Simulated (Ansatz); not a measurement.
An Ansatz (a quantum-chemistry and plane-wave program) run: Ru with a change (biaxial strain −0.34 %, plane normal [001], relaxed out of plane); r2SCAN/PAW in Ansatz, no spin-orbit coupling, earlier PAW set.

Input:

Ansatz 0.2 input:
```yaml
crystal:
  lattice:
    - [2.6963193285, 0, 0]
    - [1.3481596643, 2.3350810352, 0]
    - [0, 0, 4.2723197413]
  atoms:
    - { symbol: Ru, position: [0.3333333333, 0.3333333333, 0.75] }
    - { symbol: Ru, position: [0.6666666667, 0.6666666667, 0.25] }
basis: { ecutwfc: 500, ecutrho_ratio: 4, xc_grid: 4, fft_grid_basis: typed }
kpoints: { mp_grid: { grid: [24, 24, 14] } }
hamiltonian:
  xc: r2scan
  dispersion: none
  pseudopotentials: { azcp: { folder: ./paw }, kind: paw }
scf: { occupations: { method: fermi_dirac, width: 0.1 } }
relax: { f_tol: 0.005, max_steps: 50, cell: { stress_tol: 0.01, fix: [a, b, gamma] } }
output: { forces: true, stress: true }
checkpoint: { write: state.ck, write_every: 1000 }
```

Output (explanatory and most iteration lines left out):

```
Relaxation: its limit of steps is 50 (relax.max_steps)
Pseudopotential: Ru, paw, valence charge 16
Crystal: 2 atoms, lattice volume = 26.899 Å³
Basis set: ecut = 500 eV, 687 PW (Γ), exchange–correlation on 80×80×128 points (64 copies of the dense FFT grid, shifted against one another)
Bands: 20, of which v1, the nominal top of the filled ones, is band 16 counted from 1 (15 counted from 0)
Symmetry: 24 space group operations
Space group: P63/mmc (ITA 194), of the structure as read, at distance tolerance 3.0e-5 Å
k-points: 488 of 8064
Functional: x = r2scan, c = r2scan; τ floored in thin density (d = 2e-4 eV/Å³)
SCF iter   1: F=—  HF=-11782.436647 eV  |F-HF|=—  |Δ(HF+E_count)|=         —  Δρ=1.14e-1  dr2=3.39e0  dr2_τ=7.97e-2  ethr=3.10e-3  ⟨swp⟩=5.0  Hψ=91196  notcnv=0  defer=16
SCF iter   2: F=—  HF=-11781.511524 eV  |F-HF|=—  |Δ(HF+E_count)|=   9.25e-1  Δρ=5.06e-2  dr2=6.32e-1  dr2_τ=6.06e-2  ethr=3.10e-3  ⟨swp⟩=2.9  Hψ=25473  notcnv=0  defer=518
SCF 1 converged in 7 iterations: F = -11781.509663 eV  dr2 = 2.81e-9
relax step   1: F+E_penalty+E_count = -11781.50966300 eV  Δ(F+E_penalty+E_count) = +0.000e0 eV  max|allowed force component| = 1.850e-17 eV/Å  Δτ_max = 0.0000 Å  P = +1.683 GPa  Ω = 26.899 Å³  fix = [a, b, gamma]  reactions: a +2.466, b +2.466 GPa  (7 SCF iters, dr2 threshold 1.00e-7 eV, accepted)
[... steps on the carried basis left out ...]
relax step   3: F+E_penalty+E_count = -11781.50966320 eV  Δ(F+E_penalty+E_count) = -2.209e-6 eV  max|allowed force component| = 1.503e-17 eV/Å  Δτ_max = 0.0000 Å  P = +1.623 GPa  Ω = 26.904 Å³  energy of the carried Pulay correction = -1.423e-6 eV  fix = [a, b, gamma]  reactions: a +2.434, b +2.434 GPa  (3 SCF iters, dr2 threshold 2.19e-8 eV, accepted)
Crystal: 2 atoms, lattice volume = 26.904 Å³
SCF iter   1: F=—  HF=-11781.509665 eV  |F-HF|=—  |Δ(HF+E_count)|=         —  Δρ=2.90e-6  dr2=1.42e-9  dr2_τ=1.93e-10  ethr=2.46e-8  ⟨swp⟩=3.2  Hψ=84698  notcnv=0
SCF iter   2: F=—  HF=-11781.509665 eV  |F-HF|=—  |Δ(HF+E_count)|=   9.95e-9  Δρ=8.90e-7  dr2=6.93e-11  dr2_τ=1.03e-10  ethr=4.42e-12  ⟨swp⟩=2.8  Hψ=21617  notcnv=0
SCF 4 converged in 5 iterations: F = -11781.509665 eV  dr2 = 2.83e-14
SCF converged after 5 iterations
Free energy (F): -11781.509665 eV
Internal energy: -11781.456441 eV  (E = F + TS)
E sigma→0 (E₀):  -11781.483053 eV
Entropy (-TS):   -0.053224 eV (-26.612 meV/atom)
Fermi energy:    23.471938 eV
--- Forces (eV/Å), atoms counted from 1 ---
  atom   1  Ru     0.00000000    -0.00000000     0.00000000
  atom   2  Ru     0.00000000    -0.00000000     0.00000000
--- Stress (GPa, compression-positive) ---
        2.433922       0.000000       0.000000
       -0.000000       2.433922       0.000000
        0.000000       0.000000       0.000154
  P = ⅓ Tr σ = 1.6227 GPa (16.227 kbar)
--- Relaxed structure (3 steps of the walk, 3 accepted, 1 SCFs on fresh bases) ---
  cell:  # Å, volume = 26.9036 Å³
    - [2.69631932850231, -2.8867459440555628e-11, 0.0]
    - [1.348159664276155, 2.3350810351835656, 0.0]
    - [0.0, 0.0, 4.2730360942055565]
  atoms:
    - { symbol: Ru, position: [0.33333333333333337, 0.3333333333333333, 0.7500000000000001] }
    - { symbol: Ru, position: [0.6666666666666667, 0.6666666666666666, 0.25] }
```

No phonon test of stability was made. The final runs are not spin-polarised. The cell was made from Ru in the hcp (Mg type) structure (space group P6_3/mmc, No. 194) by this change: biaxial strain −0.34 %, plane normal [001], relaxed out of plane.
